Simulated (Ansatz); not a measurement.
**ZrB2 (space group P6/mmm, No. 191)**

```cif
data_B2Zr
_chemical_formula_sum 'Zr1 B2'
_space_group_name_H-M_alt 'P 1'
_space_group_IT_number 1
_cell_length_a 3.17143
_cell_length_b 3.17143
_cell_length_c 3.54132
_cell_angle_alpha 90.000
_cell_angle_beta 90.000
_cell_angle_gamma 120.000
loop_
_space_group_symop_operation_xyz
  'x, y, z'
loop_
_atom_site_label
_atom_site_type_symbol
_atom_site_fract_x
_atom_site_fract_y
_atom_site_fract_z
_atom_site_occupancy
Zr1 Zr 0.00000 0.00000 0.00000 1
B1 B 0.66667 0.33333 0.50000 1
B2 B 0.33333 0.66667 0.50000 1
```

Level of theory: PBE/PAW in Ansatz (a program for electronic structure), without spin-orbit coupling. k-mesh 17×17×13 (Γ-centred); smearing 0.05 eV (Fermi–Dirac).

```json
{
  "volume_per_atom": "10.28 Å³",
  "density": "6.07 g/cm³",
  "band_gap": "zero",
  "total_energy": "-1499.574 eV/atom (σ→0; compares only within this code and set-up)"
}
```

No phonon test of stability was made. All final runs are without spin polarisation.
